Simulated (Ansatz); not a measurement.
Electronic density of states of amorphous Ti₂₀O₄₂Ru, density 3.71 g/cm³, on a 2×2×2 Γ-centred mesh with a Gaussian width of 0.1 eV; energies count from the Fermi level, whose place inside the gap is arbitrary. Cell and mesh are small, so fine structure isn't converged. The numbers are results of PBE, scalar-relativistic without spin-orbit coupling (plane waves to 420 eV, PAW; Ansatz, a program for electronic structure), not measurements. Sampling: a 2×2×2 Γ-centred mesh; Fermi-Dirac width 0.01 eV; collinear spin, started from moments on atoms; no Hubbard U, moments started parallel, and no other order was tried (at the end a net moment of 2.0 μB). In the spin-polarised cell the level spacing at the Fermi energy can part levels of unlike spin. At PBE the levels at both edges of the gap are localised (band-tail or defect states), and the nearest spread-out levels lie 2.7 eV apart at the zone centre.

It comes from a melt-quench run on a machine-learned potential (CHGNet), relaxed afterwards by DFT. O atoms were pushed apart under 1.9 Å during the dynamics, to hinder bonds among them. The hot cell started wider than the set density and was brought back towards it in steps. It is the lowest in DFT energy of 2 quenches. It is a model cell: composition and starting density were chosen by hand, and all elements were melted together. No dispersion term was used. Its density started from a set value of 3.71 and ended at 3.71 g/cm³. The simulated quench (nominally 300 K/ps over its main leg) is rapid and tends to freeze in more defects than a deposited or slowly cooled glass has. Values belong to this one cell and scatter from quench to quench. The volume was held where the preparation left it, at a PBE pressure of -0.4 GPa (tension). Stress components on the final sampling reach 2.3 GPa.

(E - EF (eV), states/(eV atom)): (-12.00, 0.00); (-11.90, 0.00); (-11.80, 0.00); (-11.70, 0.00); (-11.60, 0.00); (-11.50, 0.00); (-11.40, 0.00); (-11.30, 0.00); (-11.20, 0.00); (-11.10, 0.00); (-11.00, 0.00); (-10.90, 0.00); (-10.80, 0.00); (-10.70, 0.00); (-10.60, 0.00); (-10.50, 0.00); (-10.40, 0.00); (-10.30, 0.00); (-10.20, 0.00); (-10.10, 0.00); (-10.00, 0.00); (-9.90, 0.00); (-9.80, 0.00); (-9.70, 0.00); (-9.60, 0.00); (-9.50, 0.00); (-9.40, 0.00); (-9.30, 0.00); (-9.20, 0.00); (-9.10, 0.00); (-9.00, 0.00); (-8.90, 0.00); (-8.80, 0.00); (-8.70, 0.00); (-8.60, 0.00); (-8.50, 0.00); (-8.40, 0.00); (-8.30, 0.00); (-8.20, 0.00); (-8.10, 0.00); (-8.00, 0.00); (-7.90, 0.00); (-7.80, 0.00); (-7.70, 0.00); (-7.60, 0.00); (-7.50, 0.00); (-7.40, 0.00); (-7.30, 0.00); (-7.20, 0.00); (-7.10, 0.00); (-7.00, 0.01); (-6.90, 0.07); (-6.80, 0.08); (-6.70, 0.08); (-6.60, 0.08); (-6.50, 0.10); (-6.40, 0.16); (-6.30, 0.22); (-6.20, 0.30); (-6.10, 0.48); (-6.00, 0.59); (-5.90, 0.66); (-5.80, 0.83); (-5.70, 0.95); (-5.60, 0.97); (-5.50, 1.06); (-5.40, 1.13); (-5.30, 1.14); (-5.20, 1.08); (-5.10, 1.05); (-5.00, 1.09); (-4.90, 0.98); (-4.80, 0.91); (-4.70, 0.93); (-4.60, 0.92); (-4.50, 0.87); (-4.40, 0.81); (-4.30, 0.77); (-4.20, 0.75); (-4.10, 0.76); (-4.00, 0.77); (-3.90, 0.82); (-3.80, 0.86); (-3.70, 0.84); (-3.60, 0.83); (-3.50, 0.83); (-3.40, 0.82); (-3.30, 0.89); (-3.20, 0.97); (-3.10, 0.94); (-3.00, 0.91); (-2.90, 0.94); (-2.80, 0.91); (-2.70, 0.92); (-2.60, 0.94); (-2.50, 0.91); (-2.40, 0.86); (-2.30, 0.88); (-2.20, 0.88); (-2.10, 0.85); (-2.00, 0.86); (-1.90, 0.76); (-1.80, 0.53); (-1.70, 0.30); (-1.60, 0.10); (-1.50, 0.01); (-1.40, 0.00); (-1.30, 0.00); (-1.20, 0.00); (-1.10, 0.01); (-1.00, 0.06); (-0.90, 0.11); (-0.80, 0.12); (-0.70, 0.12); (-0.60, 0.06); (-0.50, 0.01); (-0.40, 0.00); (-0.30, 0.03); (-0.20, 0.08); (-0.10, 0.04); (0.00, 0.01); (0.10, 0.04); (0.20, 0.12); (0.30, 0.11); (0.40, 0.03); (0.50, 0.00); (0.60, 0.00); (0.70, 0.00); (0.80, 0.01); (0.90, 0.06); (1.00, 0.23); (1.10, 0.46); (1.20, 0.69); (1.30, 0.82); (1.40, 0.79); (1.50, 0.87); (1.60, 0.97); (1.70, 1.03); (1.80, 1.12); (1.90, 1.12); (2.00, 0.99); (2.10, 0.94); (2.20, 0.88)

The level spacing at the Fermi energy on this mesh is 0.36 eV; the broadening fills part of it in the curve.
